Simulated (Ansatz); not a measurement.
We consider TiO2 (Pbcn, No. 60, 12 atoms in the cell; start mp-1439; high-pressure phase), described by r²SCAN in Ansatz (PAW).

Input file:

Ansatz 0.2 input:
```yaml
crystal:
  lattice:
    - [4.5457665028, 0.0, 0.0]
    - [0.0, 5.5141204471, 0.0]
    - [0.0, 0.0, 4.8945905015]
  atoms:
    - { symbol: Ti, position: [0.5, 0.675837776, 0.75] }
    - { symbol: Ti, position: [0.5, 0.324162224, 0.25] }
    - { symbol: Ti, position: [0.0, 0.824162224, 0.25] }
    - { symbol: Ti, position: [0.0, 0.175837776, 0.75] }
    - { symbol: O, position: [0.7288945843, 0.618183398, 0.0808495022] }
    - { symbol: O, position: [0.2711054157, 0.381816602, 0.9191504978] }
    - { symbol: O, position: [0.7711054157, 0.881816602, 0.5808495022] }
    - { symbol: O, position: [0.2288945843, 0.118183398, 0.4191504978] }
    - { symbol: O, position: [0.2288945843, 0.881816602, 0.9191504978] }
    - { symbol: O, position: [0.7711054157, 0.118183398, 0.0808495022] }
    - { symbol: O, position: [0.2711054157, 0.618183398, 0.4191504978] }
    - { symbol: O, position: [0.7288945843, 0.381816602, 0.5808495022] }
basis:
  ecutwfc: 560
  ecutrho_ratio: 4
  xc_grid: 3
kpoints:
  mp_grid: { grid: [8, 6, 8] }
  band_path:
    path:
      - [0.0, 0.0, 0.0]
      - [0.083333, 0.0, 0.0]
      - [0.166667, 0.0, 0.0]
      - [0.25, 0.0, 0.0]
      - [0.333333, 0.0, 0.0]
      - [0.416667, 0.0, 0.0]
      - [0.5, 0.0, 0.0]
      - [0.5, 0.1, 0.0]
      - [0.5, 0.2, 0.0]
      - [0.5, 0.3, 0.0]
      - [0.5, 0.4, 0.0]
      - [0.5, 0.5, 0.0]
      - [0.416667, 0.5, 0.0]
      - [0.333333, 0.5, 0.0]
      - [0.25, 0.5, 0.0]
      - [0.166667, 0.5, 0.0]
      - [0.083333, 0.5, 0.0]
      - [0.0, 0.5, 0.0]
      - [0.0, 0.4, 0.0]
      - [0.0, 0.3, 0.0]
      - [0.0, 0.2, 0.0]
      - [0.0, 0.1, 0.0]
      - [0.0, 0.0, 0.083333]
      - [0.0, 0.0, 0.166667]
      - [0.0, 0.0, 0.25]
      - [0.0, 0.0, 0.333333]
      - [0.0, 0.0, 0.416667]
      - [0.0, 0.0, 0.5]
      - [0.083333, 0.0, 0.5]
      - [0.166667, 0.0, 0.5]
      - [0.25, 0.0, 0.5]
      - [0.333333, 0.0, 0.5]
      - [0.416667, 0.0, 0.5]
      - [0.5, 0.0, 0.5]
      - [0.5, 0.1, 0.5]
      - [0.5, 0.2, 0.5]
      - [0.5, 0.3, 0.5]
      - [0.5, 0.4, 0.5]
      - [0.5, 0.5, 0.5]
      - [0.416667, 0.5, 0.5]
      - [0.333333, 0.5, 0.5]
      - [0.25, 0.5, 0.5]
      - [0.166667, 0.5, 0.5]
      - [0.083333, 0.5, 0.5]
      - [0.0, 0.5, 0.5]
      - [0.0, 0.4, 0.5]
      - [0.0, 0.3, 0.5]
      - [0.0, 0.2, 0.5]
      - [0.0, 0.1, 0.5]
      - [0.5, 0.0, 0.083333]
      - [0.5, 0.0, 0.166667]
      - [0.5, 0.0, 0.25]
      - [0.5, 0.0, 0.333333]
      - [0.5, 0.0, 0.416667]
      - [0.0, 0.5, 0.083333]
      - [0.0, 0.5, 0.166667]
      - [0.0, 0.5, 0.25]
      - [0.0, 0.5, 0.333333]
      - [0.0, 0.5, 0.416667]
      - [0.5, 0.5, 0.083333]
      - [0.5, 0.5, 0.166667]
      - [0.5, 0.5, 0.25]
      - [0.5, 0.5, 0.333333]
      - [0.5, 0.5, 0.416667]
    npoints: 1
hamiltonian:
  xc: r2scan
  dispersion: none
  pseudopotentials: { azcp: { folder: ./paw }, kind: paw }
scf:
  occupations: { method: fermi_dirac, width: 0.01 }
  convergence: { dr2_threshold: 0.0000000012 }
output:
  forces: true
  stress: true
  eigenvalues: true
  write_bands: true
```

Excerpt of the program's output:

```
Crystal: 12 atoms, lattice volume = 122.687 Å³
Basis set: ecut = 560 eV, 3699 PW (Γ), exchange–correlation on 108×135×120 points (27 copies of the dense FFT grid, shifted against one another)
Bands: 60, of which v1, the nominal top of the filled ones, is band 48 counted from 1 (47 counted from 0)
Symmetry: 8 space group operations
Space group: Pbcn (ITA 60), of the structure as read, at distance tolerance 5.0e-5 Å
k-points: 100 of 384
Initial density: superposition of atomic densities (chi_scale 0.1, normalization cell, long waves kept (reshape's long-wave potential 0.00 eV rms))
Functional: x = r2scan, c = r2scan; τ floored in thin density (d = 2e-4 eV/Å³)
SCF iter   1: F=—  HF=-14584.899587 eV  |F-HF|=—  |Δ(HF+E_count)|=         —  Δρ=8.09e-2  dr2=7.90e0  dr2_τ=1.38e0
SCF iter   2: F=—  HF=-14585.018046 eV  |F-HF|=—  |Δ(HF+E_count)|=   1.18e-1  Δρ=4.24e-2  dr2=1.30e0  dr2_τ=3.35e-1
  ...
SCF iter   9: F=—  HF=-14585.251169 eV  |F-HF|=—  |Δ(HF+E_count)|=   3.38e-8  Δρ=1.94e-6  dr2=5.00e-9  dr2_τ=2.82e-10
SCF iter  10: F=-14585.251169 eV  HF=-14585.251169 eV  |F-HF|=4.55e-11  |Δ(HF+E_count)|=  3.11e-10  Δρ=2.69e-7  dr2=8.56e-11  dr2_τ=4.04e-12
SCF 1 converged in 10 iterations: F = -14585.251169 eV  dr2 = 8.56e-11
SCF converged after 10 iterations
Free energy (F): -14585.251169 eV
Internal energy: -14585.251169 eV  (E = F + TS)
E sigma→0 (E₀):  -14585.251169 eV
Fermi energy:    10.119110 eV
--- Forces (eV/Å), atoms counted from 1 ---
  atom   1  Ti    -0.00000000     0.00023274    -0.00000000
  atom   2  Ti     0.00000000    -0.00023274     0.00000000
  atom   3  Ti     0.00000000    -0.00023274     0.00000000
  atom   4  Ti    -0.00000000     0.00023274    -0.00000000
  atom   5  O     -0.00147309    -0.00167534     0.00002533
  atom   6  O      0.00147309     0.00167534    -0.00002533
  atom   7  O      0.00147309     0.00167534     0.00002533
  atom   8  O     -0.00147309    -0.00167534    -0.00002533
  atom   9  O     -0.00147309     0.00167534    -0.00002533
  atom  10  O      0.00147309    -0.00167534     0.00002533
  atom  11  O      0.00147309    -0.00167534    -0.00002533
  atom  12  O     -0.00147309     0.00167534     0.00002533
--- Stress (GPa, compression-positive) ---
        0.016256      -0.000000       0.000000
       -0.000000       0.005156       0.000000
        0.000000       0.000000       0.002111
  P = ⅓ Tr σ = 0.0078 GPa (0.078 kbar)
```

The PAW data were made under PBE.

A start named mp-… is a Materials Project structure, which need not be a measured phase.

Ansatz is a first-principles code.
